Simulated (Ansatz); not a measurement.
The reference is MgTe in the zinc blende structure (space group F-43m, No. 216; a = 6.368 Å). Axes: x, y, z lie along the cube axes.

Method: LDA/PAW in Ansatz (a first-principles code), no spin-orbit coupling.

It is then changed as follows: every lattice vector is shortened by 2.00 %, atoms relaxed at fixed cell.

Predict the stress tensor and what it implies for the stiffness.

Stress of the strained cell less that of the base (GPa, compression positive):
```
   2.67    0.00    0.00
   0.00    2.67    0.00
   0.00    0.00    2.67
```

Then B = −ΔP/(ΔV/V₀) with ΔV/V₀ = -0.0588 gives secant stiffness values (nonlinear terms included at this strain): B ≈ 45 GPa.

As a check, the harmonic strain energy −½ V₀ Δσ:ε is 16 meV/atom; the computed energy rise is 15 meV/atom.

Whether these cells are dynamically stable was not tested.
